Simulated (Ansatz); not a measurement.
**Several settings converged on TiMo3 (Imm2, 4 atoms in the cell)**

```
CELL_PARAMETERS angstrom
     -1.57786     2.20389     4.46165
      1.57786    -2.20389     4.46165
      1.57786     2.20389    -4.46165
ATOMIC_POSITIONS crystal
  Ti 0.50560 0.00560 0.50000
  Mo 0.75659 0.75659 0.00000
  Mo 0.24341 0.24341 0.00000
  Mo 0.00000 0.50000 0.50000
```

Base method: PBEsol, default PAW files made with PBE (plane waves; Ansatz, an electronic-structure program).

Base settings: basis.ecutwfc = 420 eV; kpoints.mp_grid.grid = 9 9 9; hamiltonian.xc = pbesol; hamiltonian.pseudopotentials = {kind: paw} (the program's default PAW files); scf.occupations.method = gaussian; scf.occupations.width = 0.1 eV.

The count of work is k-points × plane waves × bands × iterations; it is no time. Core times come from one kind of shared machine, to one figure; runs under 30 s give none.

**The k-point mesh**

The second cell is the first with its lattice scaled by 0.98.

Only quantities that move along the ladder and can be compared are tabulated.

```tsv
kpoints.mp_grid.grid	free energy less the last step's (meV/atom)	energy of the compressed cell less the first (meV/atom)	pressure (GPa)	largest difference of a force vector from the last step's (eV/Å)	count of work / last	core time / last (rough)
2 2 2	134.25	13.80	-4.72	0.300	0.0067	–
3 3 3	55.21	28.18	-2.18	0.434	0.0092	–
4 4 4	-6.49	21.18	-3.60	0.022	0.021	–
6 6 6	2.83	22.95	-3.22	0.055	0.053	–
8 8 8	-1.23	21.54	-3.51	0.036	0.11	–
9 9 9	2.04	21.44	-3.42	0.042	0.14	–
11 11 11	0.01	21.40	-3.49	0.012	0.25	0.2
13 13 13	-0.14	21.18	-3.52	0.002	0.40	0.4
18 18 18	0.00	21.22	-3.51	0.000	1.0	1
```

Coarsest kpoints.mp_grid.grid that holds the energy of the compressed cell less the first within 0.5 meV/atom of the last step, with all finer ones: 8 8 8, at 0.11 of the last step's count of work; the step before is off by 1.7 meV/atom.

Coarsest kpoints.mp_grid.grid that holds the forces within 0.005 eV/Å of the last step, with all finer ones: 13 13 13, at 0.40 of the last step's count of work and about 0.4 of the last step's time; the step before is off by 0.012 eV/Å.

Coarsest kpoints.mp_grid.grid that holds the free energy within 5 meV/atom of the last step, with all finer ones: 6 6 6, at 0.053 of the last step's count of work; the step before is off by 6.5 meV/atom.

The energy difference between the two cells stays within 1 meV/atom of the last step's from 8 8 8 on, the total only from 11 11 11 on: much of the error is common to both cells and cancels.

**The k-point mesh at a smearing width of 0.05 eV**

In this ladder: scf.occupations.width = 0.05 eV.

The second cell is the first with its lattice scaled by 0.98.

Only quantities that move along the ladder and can be compared are tabulated.

```csv
kpoints.mp_grid.grid,free energy less the last step's (meV/atom),energy of the compressed cell less the first (meV/atom),pressure (GPa),largest difference of a force vector from the last step's (eV/Å),count of work / last,core time / last (rough)
5 5 5,3.01,21.63,-3.52,0.088,0.023,–
8 8 8,-1.65,21.69,-3.48,0.047,0.081,–
12 12 12,-0.65,20.80,-3.60,0.020,0.24,0.2
17 17 17,-0.25,21.13,-3.54,0.005,0.63,0.6
20 20 20,0.00,21.18,-3.52,0.000,1.0,1
```

Coarsest kpoints.mp_grid.grid that holds the energy of the compressed cell less the first within 0.2 meV/atom of the last step, with all finer ones: 17 17 17; the step before is off by 0.38 meV/atom.

Coarsest kpoints.mp_grid.grid that holds the forces within 0.01 eV/Å of the last step, with all finer ones: 17 17 17; the step before is off by 0.020 eV/Å.

Coarsest kpoints.mp_grid.grid that holds the free energy within 2 meV/atom of the last step, with all finer ones: 8 8 8, at 0.081 of the last step's count of work; the step before is off by 3.0 meV/atom.

The energy difference between the two cells stays within 1 meV/atom of the last step's from 5 5 5 on, the total only from 12 12 12 on: much of the error is common to both cells and cancels.

**The width of Gaussian smearing**

In this ladder: kpoints.mp_grid.grid = 15 15 15.

Narrow widths need finer meshes than wide ones, so the last steps can hold mesh noise.

Only quantities that move along the ladder and can be compared are tabulated; pressure and forces are left out, as mesh noise rules them at narrow widths.

| scf.occupations.width | free energy less the last step's (meV/atom) | energy extrapolated to zero width less the last step's (meV/atom) | core time / last (rough) |
|---|---|---|---|
| 1 eV | -184.28 | 18.31 | 1 |
| 0.5 eV | -40.67 | 1.84 | 1 |
| 0.3 eV | -13.15 | 0.27 | 1 |
| 0.1 eV | 0.00 | 0.00 | 1 |

Widest scf.occupations.width that holds the free energy within 5 meV/atom: not settled: the last two steps still differ by 13 meV/atom, over half the tolerance, so the ladder does not show it.

Widest scf.occupations.width that holds the energy extrapolated to zero width within 2 meV/atom of the last step, with all finer ones: 0.5 eV; the step before is off by 18 meV/atom.

The extrapolation to zero width removes most of the smearing's effect on the energy.

On the base run: the starting cell comes from a database of computed structures (which also holds hypothetical and non-ambient phases and stackings), without a prior relaxation at this level. Its lattice was rescaled by up to half a per cent. One atom was moved a little off its site on purpose. Spin polarisation is off. In the base run, with a pressure of about -3 GPa the cell is away from its equilibrium volume at this level. Ansatz's pressure includes its estimate of the finite-basis (Pulay) stress.

Left out of this page: 2 runs of the series outside the window shown, repeating another row's setting, or not comparable; 1 run of the series stopped by limits of time or memory.

Keys are those of Ansatz 0.2.
